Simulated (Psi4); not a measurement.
Psi4 1.11, unrestricted B3LYP/def2-tzvp: Ga(Me)2(NH2) cation ([CH3][Ga]([CH3])[NH2]), charge +1, multiplicity 2, 12 atoms. The geometry is a generated start, not checked to be a minimum at this level.

```yaml
task: energy
method: b3lyp
basis: def2-tzvp
memory: 3 GB
maxiter: 100
keys_of_the_molecule_block: symmetry c1
scf_type: df (default)
guess: auto, which took SAD (default)
scf_initial_accelerator: adiis (default)
e_convergence: 1e-06 (default)
d_convergence: 1e-06 (default)
dft_radial_points: 75 (default)
dft_spherical_points: 302 (default)
basis_functions: 189
grid_points: 259185
```

```xyz
12

Ga     0.0965    -0.0305     0.0778
C     -1.4036    -1.3956    -0.0752
H     -1.0297    -2.3384    -0.4820
H     -2.2028    -1.0363    -0.7270
H     -1.8288    -1.6039     0.9091
C      0.2433     1.7632    -0.8691
H      0.8890     1.6843    -1.7469
H      0.6722     2.5164    -0.2041
H     -0.7362     2.1127    -1.2050
N      1.4478    -0.4472     1.2355
H      2.2789     0.1123     1.3832
H      1.5735    -1.3373     1.7037
```

Charge 1 and multiplicity 2 are set for this test and not shown to be the ground state.

One run each on 2 threads. Values of diis_max_vecs tried: 3, 6, 10 (default), 20.

Problem. Which value of diis_max_vecs needs the fewest SCF iterations, and what happens away from it?

Solution. Fewest SCF iterations, within one of each other: 6 with 15, 10 (default) with 15, 20 with 15. The count rises to 29 at 3. All converge to one solution.

```json
[
 {"diis_max_vecs": "3", "SCF iterations": "29", "end": "same solution"},
 {"diis_max_vecs": "6", "SCF iterations": "15", "end": "same solution"},
 {"diis_max_vecs": "10 (default)", "SCF iterations": "15", "end": "same solution"},
 {"diis_max_vecs": "20", "SCF iterations": "15", "end": "same solution"}
]
```
